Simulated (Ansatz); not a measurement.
Take CdTe in the zinc blende structure (space group F-43m, No. 216) as the base.

```yaml
crystal:
  lattice:
    - [0.00000, 3.27889, 3.27889]
    - [3.27889, 0.00000, 3.27889]
    - [3.27889, 3.27889, 0.00000]
  atoms:
    - { symbol: Cd, position: [0.00000, 0.00000, 0.00000] }
    - { symbol: Te, position: [0.25000, 0.25000, 0.25000] }
```

Cartesian axes are those of the cell as printed.

Level of theory: r2SCAN (Ansatz, an electronic-structure program), without spin-orbit coupling.

Before the change:

The valence-band top at Γ is 0.00, 0.00, 0.00 eV.

Modification: compressive biaxial strain of 1.50 % in the plane normal to [001], as in epitaxy on a mismatched substrate; the out-of-plane cell vector and the atoms relax.

Question: Estimate the effect on the valence-band top at Γ, energy relative to the base and ratio −ε⊥/ε∥.

Answer: The valence-band top at Γ (three highest levels, from the VBM) goes from 0.00, 0.00, 0.00 eV to 0.00, 0.00, -0.12 eV; the energy grows by 2.0 meV/atom; the ratio −ε⊥/ε∥ amounts to 1.32.

Spin-orbit coupling, missing from the scalar runs, can matter with Te. The levels and masses belong to the bands next to the band gap. Whether these cells are dynamically stable was not tested.
